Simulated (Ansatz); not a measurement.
Functionals compared on the (21-32) surface of hcp Ti in its 1x1 cell, outermost plane spacing 0.59 Å in the ideal cut, in Ansatz (plane waves, PAW). The structure was relaxed with PBE; the other rows are single points on it, each with its references at the same level. Cutoff 420 eV (500 eV for r2SCAN).

Slab: 24 atoms, 10.4 Å thick at the start (thin: gaps and levels are the slab's own); k 7x6x1, smearing 0.1 eV, dipole-corrected; all atoms relaxed; start symmetry kept, larger cells not searched; no spin, no spin-orbit, no U. These notes are the PBE run's.

```json
[
 {"functional": "PBE", "surface energy (J/m²)": "2.04", "work function of the top face (eV)": "3.64", "rough cost of the single point": "–"},
 {"functional": "LDA", "surface energy (J/m²)": "2.30", "work function of the top face (eV)": "3.85", "rough cost of the single point": "about 11 core-minutes (a rough figure)"},
 {"functional": "PBEsol", "surface energy (J/m²)": "___", "work function of the top face (eV)": "___", "rough cost of the single point": "around 11 core-minutes (rough)"},
 {"functional": "RPBE", "surface energy (J/m²)": "1.90", "work function of the top face (eV)": "3.51", "rough cost of the single point": "around 12 core-minutes (rough)"},
 {"functional": "r2SCAN", "surface energy (J/m²)": "2.22", "work function of the top face (eV)": "3.65", "rough cost of the single point": "around 21 core-minutes (rough)"}
]
```

**Question.** Complete the blanks.

**Answer.** 
- PBEsol, surface energy (J/m²): 2.23
- PBEsol, work function of the top face (eV): 3.70

Ansatz is a program for electronic structure.
